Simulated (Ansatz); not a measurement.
Base system: Y in the hcp (Mg type) structure (space group P6_3/mmc, No. 194; a = 3.594 Å, c = 5.610 Å; relaxed with 0.1 eV smearing). Axes: x lies along a and z along c of the hexagonal cell.

Computed with Ansatz (an electronic-structure program) PBEsol, spin-orbit coupling left out.

Base values:

Pressure: 0.0 GPa
Band gap: zero
Shortest interatomic distance: 348.9 pm

Modification: the cell is compressed by 1.50 % along z with no lateral relaxation; the atoms relax in the strained cell.

What happens to the energy relative to the base, pressure, band gap and shortest interatomic distance?

The energy rises by 1.9 meV/atom; the pressure (mean of the normal stresses, compression positive) goes from zero to 0.7 GPa; the band gap stays zero; the shortest interatomic distance decreases by 3.4 pm, from 348.9 pm to 345.5 pm.

No phonon test of stability was made. All final runs are without spin polarisation.
